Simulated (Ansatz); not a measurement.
## Gd: non-magnetic

Base system: Gd in the hcp (Mg type) structure (space group P6_3/mmc, No. 194; a = 3.648 Å, c = 5.834 Å; ferromagnetic).

Now apply this change: spin polarisation is switched off and the cell is relaxed again.

All numbers come from Ansatz (a quantum-chemistry and plane-wave program) PBE, no SOC, earlier PAW set. Γ-centred 16×16×9 mesh, Fermi–Dirac width 0.05 eV, for the changed cell.

```json
[
 {"quantity": "volume per atom", "base": "33.62 Å³", "changed": "27.70 Å³", "shift": "-5.92 Å³"},
 {"quantity": "lattice parameter a", "base": "364.8 pm", "changed": "342.8 pm", "shift": "-22.0 pm"},
 {"quantity": "c/a ratio", "base": "1.599", "changed": "1.588", "shift": "-0.0117"},
 {"quantity": "space group (of the atoms, moments ignored)", "base": "P6_3/mmc (No. 194)", "changed": "P6_3/mmc (No. 194)", "shift": "–"},
 {"quantity": "shortest interatomic distance", "base": "359.8 pm", "changed": "336.5 pm", "shift": "-23.3 pm"},
 {"quantity": "energy relative to the base (σ→0) (to 0.01 eV only: unlike meshes or grids)", "base": "0.00 eV/atom", "changed": "+7.38 eV/atom", "shift": "+7.38 eV/atom"},
 {"quantity": "band gap", "base": "zero", "changed": "zero", "shift": "–"}
]
```

The magnetic state is the one reached from the starting moments; the real material's order can differ, and small cells can't hold many antiferromagnetic ones. The state of the 4f shell was not checked for lower solutions. No phonon test of stability was made. Spin-polarised in the final run: base; the other runs are not.
